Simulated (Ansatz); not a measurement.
Li3OCl (Pm-3m, No. 221, 5 atoms in the cell; start mp-985585) was calculated with r²SCAN0 (plane waves, PAW; Ansatz, a quantum-chemistry and plane-wave program).

Run with plane-wave cutoff 520 eV, 6×6×6 k mesh, Fermi–Dirac smearing 0.01 eV, scalar-relativistic PAW data made under PBE.

Cell (relaxed with PBEsol):

```cif
data_ClLi3O
_chemical_formula_sum 'Li3 Cl1 O1'
_space_group_name_H-M_alt 'Pm-3m'
_space_group_IT_number 221
_space_group_name_Hall '-P 4 2 3'
_cell_length_a 3.83939
_cell_length_b 3.83939
_cell_length_c 3.83939
_cell_angle_alpha 90.000
_cell_angle_beta 90.000
_cell_angle_gamma 90.000
loop_
_atom_site_label
_atom_site_type_symbol
_atom_site_symmetry_multiplicity
_atom_site_Wyckoff_symbol
_atom_site_fract_x
_atom_site_fract_y
_atom_site_fract_z
_atom_site_occupancy
Li1 Li 3 c 0.00000 0.50000 0.50000 1
Cl1 Cl 1 a 0.00000 0.00000 0.00000 1
O1 O 1 b 0.50000 0.50000 0.50000 1
```

Problem. Give the computed band gap and Γ–Γ gap.

Solution. 
- band gap = 7.63 eV (on the SCF k mesh) (direct)
- Γ–Γ gap = 8.42 eV

Note: cell and atoms aren't relaxed at this level (pressure -0.6 GPa).

The computed numbers hold no vibrational or temperature effects.

A start named mp-… is a Materials Project structure, which need not be a measured phase.
